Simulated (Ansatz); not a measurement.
## Effect of pressure −1 GPa on InSb

Start from InSb in the zinc blende structure (space group F-43m, No. 216; a = 6.635 Å).

Modification: hydrostatic tension (pressure −1 GPa).

All numbers come from PBE (Ansatz, an electronic-structure program), scalar-relativistic without spin-orbit coupling, earlier PAW set. Settings: 12×12×12 k-points, 0.05 eV Fermi–Dirac smearing.

The volume per atom increases by 1.11 Å³ to 37.62 Å³ and the density drops by 0.16 g/cm³ to 5.22 g/cm³. The lattice parameter a rises by 0.066 Å, from 6.635 Å to 6.701 Å and the shortest interatomic distance grows by 0.029 Å (2.873 Å → 2.902 Å). The enthalpy H = E + PV relative to the base's energy is -0.23 eV/atom and the band gap is still zero.

Final structure:

```
InSb
1.0
    0.00000     3.35064     3.35064
    3.35064     0.00000     3.35064
    3.35064     3.35064     0.00000
Sb In
1 1
Direct
  0.75000   0.75000   0.75000
  0.00000   0.00000   0.00000
```

Spin-orbit coupling, missing from the scalar runs, can matter with Sb. Load acts through the strain it causes; cell and atoms are relaxed under it. No phonon test of stability was made. The final runs are not spin-polarised. A zero or small gap of InSb can be the functional's error rather than a property of the material.
